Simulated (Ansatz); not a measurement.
# Response to strain in Ga2O3

The reference is Ga₂O₃ in the corundum structure (space group R-3c, No. 167; a = 4.950 Å, c = 13.306 Å (hexagonal axes)). Axes: x lies along a and z along c of the hexagonal cell.

Strains are applied to the cell and any free atomic positions relax.

Computed with Kohn–Sham DFT with the LDA functional, run in Ansatz (an electronic-structure program) with PAW and 420 eV plane waves, no spin-orbit coupling.

Notes on the quantities. pressure: mean of the normal stresses, compression positive.

| case | gap character | pressure | volume per atom |
|---|---|---|---|
| base | – | 0.00 GPa | 9.41 Å³ |
| uniaxial strain ε_xx = −3.00 % | indirect, k = (0, 0.125, -0.125) in the run's primitive reciprocal basis → Γ | … | 9.13 Å³ |
| uniaxial strain ε_xx = −2.25 % | indirect, k = (0, 0.125, -0.125) in the run's primitive reciprocal basis → Γ | … | 9.20 Å³ |
| uniaxial strain ε_xx = −1.50 % | indirect, k = (0, 0.125, -0.125) in the run's primitive reciprocal basis → Γ | … | 9.27 Å³ |
| uniaxial strain ε_xx = −0.75 % | indirect, Γ–C (50 % along) → Γ | 1.92 GPa | 9.34 Å³ |

### Question
What belongs in the blanks?

### Answer

- uniaxial strain ε_xx = −3.00 %, pressure: 8.20 GPa
- uniaxial strain ε_xx = −2.25 %, pressure: 6.02 GPa
- uniaxial strain ε_xx = −1.50 %, pressure: 3.92 GPa

Gaps are read on the SCF mesh and a high-symmetry path. Stability against distortions was not tested. Labels are those of the standard path for the cell's own space group.
